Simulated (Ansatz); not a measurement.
The reference is BN in the zinc blende structure (space group F-43m, No. 216; a = 3.6247 Å).

The values are results of PBE (Ansatz, an electronic-structure program), no spin-orbit coupling, not measurements.

Strains are applied to the cell and any free atomic positions relax.

One change was made to it. Results:

```csv
quantity,base,after
energy relative to the base (free energy F),0 meV/atom,+1.6 meV/atom
band gap,4.46 eV,4.48 eV
smallest direct gap,8.79 eV,8.86 eV
```

### Question
Which change produced these results?
(A) isotropic strain −1.00 %
(B) isotropic strain −1.50 %
(C) isotropic strain +1.50 %
(D) isotropic strain −0.50 %

### Answer
D, isotropic strain −0.50 %. For comparison, the energy relative to the base in the other runs: isotropic strain +1.50 % gives +13 meV/atom; isotropic strain −1.50 % gives +15 meV/atom; isotropic strain −1.00 % gives +6.3 meV/atom.

No phonon test of stability was made.
